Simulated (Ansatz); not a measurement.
The starting structures come from a database of crystals and need not be the phases stable at ambient conditions.

 Where the default PAW files enter, the runs use the earlier of Ansatz's two default sets.

By LDA and PBEsol, the system below comes out a metal.

Here is the system:

```xyz
6
Lattice="2.9148 0.0000 0.0000 0.0000 5.2085 0.0000 0.0000 -2.6043 4.5107" Properties=species:S:1:pos:R:3 pbc="T T T"
Ta     0.0000     0.0000     0.0000
Ta     1.4574     2.6043     1.5036
Ta     1.4574     0.0000     3.0071
N      0.0000    -1.0219     1.7700
N      0.0000     1.5824     2.7407
N      0.0000     2.0438     0.0000
```

Space group of this cell: P-62m. The cell is taken as given; by PBEsol its mean pressure is -5.7 GPa.

The current runs along the normal of the first two printed vectors, the (100) plane. All runs by Ansatz (a quantum-chemistry and plane-wave program), plane waves and PAW, without spin-orbit coupling; the base is PBEsol.

| run | mean pressure (GPa) | G/A, both spins (10¹⁵ S/m²) |
|---|---|---|
| base | -5.7 | 0.20 |
| all lengths scaled by 0.98 | 15.7 | ___ |
| all lengths scaled by 1.02 | -21.9 | 0.20 |
| lda in place of pbesol | -11.8 | 0.20 |
| lengths across the current scaled by 0.98, ions clamped | 8.2 | 0.22 |
| lengths across the current scaled by 1.02, ions clamped | -17.0 | 0.19 |
| lengths along the current scaled by 0.97, ions clamped | 4.4 | 0.19 |
| lengths along the current scaled by 1.03, ions clamped | -14.0 | ___ |

Problem. Fill in the missing entries.

Solution. 
- all lengths scaled by 0.98, G/A, both spins (10¹⁵ S/m²): 0.21
- lengths along the current scaled by 1.03, ions clamped, G/A, both spins (10¹⁵ S/m²): 0.21
